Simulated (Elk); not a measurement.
A self-consistent single point of LaTl₃ (Pm-3m, 4 atoms in the cell) with Elk.

Computed with LDA (PW92), all-electron FP-LAPW, Elk's shipped species files, LAPW+lo basis in Elk 10.2.4.

The change in words: lattice scaled by 0.98. Reference geometry:
```yaml
crystal:
  lattice:
    - [4.91883, 0.00000, 0.00000]
    - [0.00000, 4.91883, 0.00000]
    - [0.00000, 0.00000, 4.91883]
  atoms:
    - { symbol: La, position: [0.00000, 0.00000, 0.00000] }
    - { symbol: Tl, position: [0.00000, 0.50000, 0.50000] }
    - { symbol: Tl, position: [0.50000, 0.00000, 0.50000] }
    - { symbol: Tl, position: [0.50000, 0.50000, 0.00000] }
```

Reference input (self-consistent single point, DFT, LDA (PW92), all-electron FP-LAPW, Elk's shipped species files, LAPW+lo basis): rgkmax = 7.5; swidth = 0.00499791 Ha; ngridk = 9 9 9; gmaxvr = 14 1/bohr; nxoapwlo = 1; maxscl = 100. This run's input differs from it in these lines:

```diff
@@ -19,5 +19,5 @@
 avec
-    9.2952321050    0.0000000000    0.0000000000
-    0.0000000000    9.2952321050    0.0000000000
-    0.0000000000    0.0000000000    9.2952321050
+    9.1093265180    0.0000000000    0.0000000000
+    0.0000000000    9.1093265180    0.0000000000
+    0.0000000000    0.0000000000    9.1093265180
```

Output, abridged:

```
│ Self-consistent loop started │
│ Loop number : 1 │
 total energy                :     -69325.2759154
│ Loop number : 2 │
 total energy                :     -69325.8199749
RMS change in Kohn-Sham potential (target) :   0.1936009510     (  0.1000000000E-05)
Absolute change in total energy (target)   :   0.5440595367     (  0.1000000000E-03)
│ Loop number : 3 │
 total energy                :     -69331.4832936
RMS change in Kohn-Sham potential (target) :   0.1414650607     (  0.1000000000E-05)
Absolute change in total energy (target)   :    5.799333547     (  0.1000000000E-03)
│ Loop number : 4 │
   [... lines left out ...]
Absolute change in total energy (target)   :   0.1313497662E-02 (  0.1000000000E-03)
│ Loop number : 15 │
 total energy                :     -69323.9771041
RMS change in Kohn-Sham potential (target) :   0.1001356013E-06 (  0.1000000000E-05)
Absolute change in total energy (target)   :   0.1111835008E-03 (  0.1000000000E-03)
│ Loop number : 16 │
 total energy                :     -69323.9771212
RMS change in Kohn-Sham potential (target) :   0.2362520371E-07 (  0.1000000000E-05)
Absolute change in total energy (target)   :   0.1065763354E-04 (  0.1000000000E-03)
Convergence targets achieved

│ Loop number : 17 │

Energies :
 Fermi                       :     0.257187711218
 total energy                :     -69323.9771206

Density of states at Fermi energy :    61.72204657
 (states/Hartree/unit cell)

Estimated indirect band gap :   0.2580587945E-02
 from k-point     21 to k-point     30
Estimated direct band gap   :   0.1092956162E-01
 at k-point     13

Charges :
 core                        :    232.0000000
 valence                     :    68.00000000
 interstitial                :    6.315514889
 muffin-tins (core leakage)
  species :    1 (La)
   atom    1                 :    54.57173234     (  0.2243442792E-03)
  species :    2 (Tl)
   atom    1                 :    79.70425092     (  0.3692242311E-04)
   atom    2                 :    79.70425092     (  0.3692242311E-04)
   atom    3                 :    79.70425092     (  0.3692242311E-04)
 total in muffin-tins        :    293.6844851
 total calculated charge     :    299.9990870
 total charge                :    300.0000000
 error                       :   0.9130010179E-03

│ Self-consistent loop stopped │
```

The run converged in 17 iterations. The count includes the last loop, which Elk runs after its targets are met. Against the reference run the free energy falls by 48.9 meV/atom.

The starting cell comes from a database of computed structures (which also holds hypothetical and non-ambient phases and stackings), without a prior relaxation at this level. Its lattice was rescaled by a random factor within 2.5 % of one. For this run, on top of that: lattice scaled by 0.98. Spin-orbit coupling is off. Values depend on the basis (sphere radii, cutoffs, local orbitals), which need not be converged. The log's line on a gap gives a spacing of levels on this mesh, which the program prints for metals too.
